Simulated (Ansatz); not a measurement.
The parent structure is Pt in the fcc (Cu type) structure (space group Fm-3m, No. 225; relaxed with 0.1 eV smearing).

```xyz
1
Lattice="0.0000 1.9860 1.9860 1.9860 0.0000 1.9860 1.9860 1.9860 0.0000" Properties=species:S:1:pos:R:3 pbc="T T T"
Pt     0.0000     0.0000     0.0000
```

Cartesian axes are those of the cell as printed.

The values are results of PBE (Ansatz, an electronic-structure program), no spin-orbit coupling, not measurements.

Now apply this change: an isotropic linear strain of −2.00 %; the atoms relax in the strained cell.

Question: Predict the stress tensor and what it implies for the stiffness.

Answer: Stress of the strained cell less that of the base (GPa, compression positive):
```
   17.6     0.0     0.0
    0.0    17.6     0.0
    0.0     0.0    17.6
```

Then B = −ΔP/(ΔV/V₀) with ΔV/V₀ = -0.0588 gives secant stiffness values (nonlinear terms included at this strain): B ≈ 299 GPa.

As a check, the harmonic strain energy −½ V₀ Δσ:ε is 52 meV/atom; the computed energy rise is 47 meV/atom.

Stability against distortions was not tested. All final runs are without spin polarisation.
